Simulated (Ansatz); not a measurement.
Cost and result by functional for the surface energy, mean of two unlike faces, of the (100) surface of cubic CsSnI3 (a phase of room or higher temperature, not the 0 K ground state) in its 1x1 cell (cut with top plane Cs + I, bottom plane 2 I + Sn), relaxed from an ideal cut (the real face may reconstruct), with unlike faces, outermost plane spacing 3.14 Å in the ideal cut, in Ansatz (plane waves, PAW). Single points on the PBE structure, on one kind of machine; costs are rough ratios of the slab run's core time (references not counted) to the cheapest single point. r2SCAN's cost holds its higher cutoff (500 against 420 eV). Differences are taken against HSE06 for comparison alone: no measured value is at hand, so the table doesn't rank accuracy. HSE06 ran on a coarser k-mesh, which lowers its cost and carries part of its shift.

Model: 15-atom slab, Cs3I9Sn3, 15.7 Å thick at the start, 4x4x1 mesh, Fermi-Dirac 0.025 eV, dipole correction, all atoms relaxed; start symmetry kept, larger cells not searched; no spin, no spin-orbit, no U. These notes are the PBE run's.

```tsv
functional	relative cost	surface energy, mean of two unlike faces, (J/m²)	less HSE06 (J/m²)
RPBE	1	0.03	-0.08
LDA	1	0.10	0.00
PBEsol	1	0.07	-0.03
r2SCAN	2	0.08	-0.02
HSE06	20	0.10	0.00
PBE (the relaxed run's value)	–	0.05	-0.05
```

The values span 0.08 J/m², while the single points' costs differ by a factor of roughly 20. Differences are of unrounded values.

Ansatz is an electronic-structure program.
